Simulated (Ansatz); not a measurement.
# ZnSe: energy against strain

ZnSe (zinc blende, F-43m, 22.346 Å³/atom at rest, cube axes along x, y and z) under a strain ε along a cube axis (axis z), the other axes held. PBEsol in Ansatz, a plane-wave DFT program (PAW, default set), 420 eV, 10×10×10 Γ-centred mesh, Fermi-Dirac smearing 0.05 eV; ions are relaxed within the symmetry of each cell.

Here s stands for strain and y for E less E0.

```
strain (%)  E less E0 (meV/atom)
----------  --------------------
-3.00                          ?
-1.50                       1.43
-1.00                       0.63
-0.50                       0.16
0.00                        0.00
0.50                        0.15
1.00                        0.61
1.50                        1.38
```

The 7 complete rows are fitted with a parabola, y against s. Least squares gives y = -0.002 - 0.0143·s + 0.6248·s². Residuals (row less fit): 0.005, -0.007, -0.001, 0.002, 0.003, 0.001, -0.002; standard error 0.005 (degrees of freedom: 4). Twice the quadratic coefficient over the volume, 2 × 0.6248 meV × 10⁴ × 0.1602 / 22.346 Å³, is the elastic constant C11 = 90 ± 0.3 GPa.

**Question.** Estimate the missing y (s = -3.00); what did the run itself give?

**Answer.** y = -0.002 - 0.0143 × (-3.0) + 0.6248 × (-3.0)² = 5.664 meV/atom. The calculation gives 5.74 meV/atom, 0.076 meV/atom above the prediction (1.3 % of the range of y in the table). The row lies outside the fitted rows, so this is an extrapolation. The fitted rows scatter only by rounding.

One order more, fitted to all 13 runs of the series, follows each within 0.01, so the miss is the next term of a smooth law. Rows are the converged runs of the series near zero and its far end; series whose fitted rows scatter by over a few per cent of the range, as at a crossing or softening among them, aren't shown in this form. Most that stay on the fit to the last digits aren't either.
